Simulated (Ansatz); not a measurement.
A constructed model of the (0001) surface of hcp Co, ferromagnetic, p(2x2) surface alloy, Zn on one Co site of the top plane (bottom of the slab: a bare face, its two planes held)

These are PBE (plane waves to 420 eV, PAW; Ansatz, an electronic-structure program) values and carry that method's errors.

Slab: 24 atoms, 10.1 Å thick at the start (thin: gaps and levels are the slab's own); k 9x9x1, smearing 0.1 eV, dipole-corrected; 8 atoms held, the rest relaxed; held to the start's symmetry, so lower structures may exist; spin-polarised, ending with about 37.6 μB a cell; orders that need a larger cell were not tried, no spin-orbit, no U. It is one candidate, not shown to be the stable structure of the face.

```json
{
  "work_function_of_the_top_face": "4.81 eV",
  "energy_released_by_relaxation": "0.21 eV",
  "magnetic_moment_of_the_cell": "37.59 μB",
  "cost": "very roughly 40 core-minutes"
}
```
